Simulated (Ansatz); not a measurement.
Here is the system:

Host crystal: rock-salt MgO, with a band gap (PBE, scalar-relativistic without spin-orbit coupling).

End structure of Au on the 1x1 (100) surface of rock-salt MgO (cut with top plane Mg + O), one in a 2x2 cell, started at the site 'bridge Mg-O (span 2.1 Å)':

```yaml
crystal:
  lattice:
    - [6.01553, 0.00000, 0.00000]
    - [0.00000, 6.01553, 0.00000]
    - [0.00000, 0.00000, 25.50000]
  atoms:
    - { symbol: Mg, position: [0.25000, 0.25000, 0.37584] }
    - { symbol: Mg, position: [0.25000, 0.75000, 0.37584] }
    - { symbol: Mg, position: [0.75000, 0.25000, 0.37584] }
    - { symbol: Mg, position: [0.75000, 0.75000, 0.37584] }
    - { symbol: O, position: [0.00000, 0.00000, 0.37390] }
    - { symbol: O, position: [0.00000, 0.50000, 0.37390] }
    - { symbol: O, position: [0.50000, 0.00000, 0.37390] }
    - { symbol: O, position: [0.50000, 0.50000, 0.37390] }
    - { symbol: Mg, position: [0.00000, 0.00000, 0.45809] }
    - { symbol: Mg, position: [0.00000, 0.50000, 0.45809] }
    - { symbol: Mg, position: [0.50000, 0.00000, 0.45809] }
    - { symbol: Mg, position: [0.50000, 0.50000, 0.45809] }
    - { symbol: O, position: [0.25000, 0.25000, 0.45846] }
    - { symbol: O, position: [0.25000, 0.75000, 0.45846] }
    - { symbol: O, position: [0.75000, 0.25000, 0.45846] }
    - { symbol: O, position: [0.75000, 0.75000, 0.45846] }
    - { symbol: Mg, position: [0.25001, 0.25001, 0.54047] }
    - { symbol: Mg, position: [0.25001, 0.75002, 0.54236] }
    - { symbol: Mg, position: [0.75002, 0.25001, 0.54236] }
    - { symbol: Mg, position: [0.75002, 0.75002, 0.54187] }
    - { symbol: O, position: [0.00067, 0.00067, 0.54175] }
    - { symbol: O, position: [0.00066, 0.49939, 0.54174] }
    - { symbol: O, position: [0.49939, 0.00066, 0.54174] }
    - { symbol: O, position: [0.49940, 0.49940, 0.54173] }
    - { symbol: Mg, position: [0.99626, 0.99626, 0.62557] }
    - { symbol: Mg, position: [0.99623, 0.50388, 0.62553] }
    - { symbol: Mg, position: [0.50388, 0.99623, 0.62553] }
    - { symbol: Mg, position: [0.50373, 0.50373, 0.62549] }
    - { symbol: O, position: [0.25029, 0.25029, 0.62475] }
    - { symbol: O, position: [0.25000, 0.75006, 0.62530] }
    - { symbol: O, position: [0.75006, 0.25000, 0.62530] }
    - { symbol: O, position: [0.75002, 0.75002, 0.62573] }
    - { symbol: Au, position: [0.24867, 0.24867, 0.71438] }
```

Slab: 33 atoms, 6.4 Å thick at the start under the adsorbate (thin: gaps and levels are the slab's own); k 3x3x1, smearing 0.01 eV, dipole-corrected; 16 atoms held, the rest relaxed; start symmetry kept, larger cells not searched; spin-polarised, ending with about 1.0 μB a cell; orders that need a larger cell were not tried, no spin-orbit, no U, no dispersion correction. At the end it is bonded to 4 Mg + O. In PBE it is, or lies within 0.03 eV of, the lowest of the starts that converged.

A negative adsorption energy means that the adsorbate is more stable on the surface than in its reference.

Problem. Estimate the adsorption energy against an atom of fcc Au that PBE run with Ansatz (a quantum-chemistry and plane-wave program) returns for this input.

Solution. 213 kJ/mol

Problem. What is the computed change of the step from the bottom to the top vacuum level, against the clean slab (PBE)?

Solution. 1.39 eV
